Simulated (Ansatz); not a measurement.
## TiAl, response to strain

Start from TiAl (space group P4/mmm, No. 123; a = 2.8127 Å, c = 4.0616 Å; relaxed with 0.1 eV smearing). Axes: x, y, z lie along a, b, c of the conventional cell.

Strains are applied to the cell and any free atomic positions relax.

Computed with r2SCAN/PAW in Ansatz (a first-principles code), spin-orbit coupling left out.

Notes on the quantities. energy relative to the base: free energy F; pressure: mean of the normal stresses, compression positive.

```tsv
variant	energy relative to the base	shortest interatomic distance	pressure
base	0 meV/atom	5.315 bohr	0.0 GPa
uniaxial strain ε_zz = −3.00 %	+8.5 meV/atom	5.290 bohr	3.9 GPa
uniaxial strain ε_zz = −2.50 %	+5.9 meV/atom	5.303 bohr	3.2 GPa
uniaxial strain ε_zz = −2.00 %	+3.8 meV/atom	5.315 bohr	2.5 GPa
uniaxial strain ε_zz = −1.50 %	+2.1 meV/atom	5.315 bohr	1.9 GPa
uniaxial strain ε_zz = −1.00 %	___	5.315 bohr	___
uniaxial strain ε_zz = −0.50 %	+0.2 meV/atom	5.315 bohr	0.6 GPa
```

What belongs in the blanks?


- uniaxial strain ε_zz = −1.00 %, energy relative to the base: +0.9 meV/atom
- uniaxial strain ε_zz = −1.00 %, pressure: 1.2 GPa

Stability against distortions was not tested. All final runs are without spin polarisation.
